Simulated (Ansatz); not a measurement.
Phonon-limited resistivity of ZrP (P6_3/mmc) against temperature in μΩ·cm, PBEsol, DFPT electron-phonon coupling, linearised Boltzmann equation (Ansatz, a quantum-chemistry and plane-wave program), harmonic crystal at a fixed cell. x, y and z are the axes of this cell:
```
ZrP
1.0
    3.66242     0.00000     0.00000
   -1.83121     3.17175     0.00000
    0.00000     0.00000    12.48035
Zr P
4 4
Direct
  0.33333   0.66667   0.38422
  0.66667   0.33333   0.61578
  0.66667   0.33333   0.88422
  0.33333   0.66667   0.11578
  0.66667   0.33333   0.25000
  0.33333   0.66667   0.75000
  0.00000   0.00000   0.50000
  0.00000   0.00000   0.00000
```

| T | ρ (x, y) | ρ (z) |
|---|---|---|
| 50 K | 0.49 | 0.85 |
| 77 K | … | 3.2 |
| 100 K | 3.9 | … |
| 150 K | 8.5 | 13.0 |
| 200 K | 13.1 | 20 |
| 250 K | 17.6 | 27 |
| 273 K | 19.6 | 30 |
| 300 K | 22 | 34 |

Problem. Some entries are withheld; supply them.

Solution. 
- 77 K, ρ (x, y): 2.1
- 100 K, ρ (z): 6.0

A metal at this level (no band gap). Only scattering by harmonic phonons is included (no impurities, grain boundaries, electron-electron scattering or thermal expansion). Spin-orbit coupling is left out. Halving the electron mesh (28x28x8) moves the resistivity by up to 14 %. Smearing 0.20 eV; phonons on a 4x4x2 q mesh, which this run doesn't test and which matters most at low temperature.

Computed structure with no diffraction record at hand here (it may be known, metastable or hypothetical): ZrP (P6_3/mmc).
